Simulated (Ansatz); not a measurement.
Density of states of BP (F-43m) below the valence band maximum, Ansatz (a program for electronic structure) with PBEsol with spin-orbit coupling, rigid bands; cell volume 23.1 Å³.

```json
[
 {"energy from edge (eV)": "0.006", "10⁻³ states/eV/cell": "7.40"},
 {"energy from edge (eV)": "0.031", "10⁻³ states/eV/cell": "29.0"},
 {"energy from edge (eV)": "0.056", "10⁻³ states/eV/cell": "47.5"},
 {"energy from edge (eV)": "0.081", "10⁻³ states/eV/cell": "60.5"},
 {"energy from edge (eV)": "0.106", "10⁻³ states/eV/cell": "71.2"},
 {"energy from edge (eV)": "0.131", "10⁻³ states/eV/cell": "80.9"},
 {"energy from edge (eV)": "0.156", "10⁻³ states/eV/cell": "89.5"},
 {"energy from edge (eV)": "0.181", "10⁻³ states/eV/cell": "97.9"},
 {"energy from edge (eV)": "0.206", "10⁻³ states/eV/cell": "105"},
 {"energy from edge (eV)": "0.231", "10⁻³ states/eV/cell": "113"},
 {"energy from edge (eV)": "0.256", "10⁻³ states/eV/cell": "120"},
 {"energy from edge (eV)": "0.281", "10⁻³ states/eV/cell": "127"},
 {"energy from edge (eV)": "0.319", "10⁻³ states/eV/cell": "137"},
 {"energy from edge (eV)": "0.344", "10⁻³ states/eV/cell": "144"},
 {"energy from edge (eV)": "0.369", "10⁻³ states/eV/cell": "150"},
 {"energy from edge (eV)": "0.394", "10⁻³ states/eV/cell": "157"},
 {"energy from edge (eV)": "0.419", "10⁻³ states/eV/cell": "163"},
 {"energy from edge (eV)": "0.444", "10⁻³ states/eV/cell": "169"},
 {"energy from edge (eV)": "0.469", "10⁻³ states/eV/cell": "176"},
 {"energy from edge (eV)": "0.494", "10⁻³ states/eV/cell": "182"},
 {"energy from edge (eV)": "0.519", "10⁻³ states/eV/cell": "189"},
 {"energy from edge (eV)": "0.544", "10⁻³ states/eV/cell": "195"},
 {"energy from edge (eV)": "0.569", "10⁻³ states/eV/cell": "201"},
 {"energy from edge (eV)": "0.594", "10⁻³ states/eV/cell": "208"}
]
```

Question: What effective density of states at 300 K does this give (∫ g(E) exp(−E/k_BT) dE, both spins, divided by the cell's size)?

Answer: 2.6e19 cm⁻³, a density-of-states mass of 1.01 mₑ, valleys and band degeneracy included.

Geometry: cell and atoms relaxed with PBEsol.
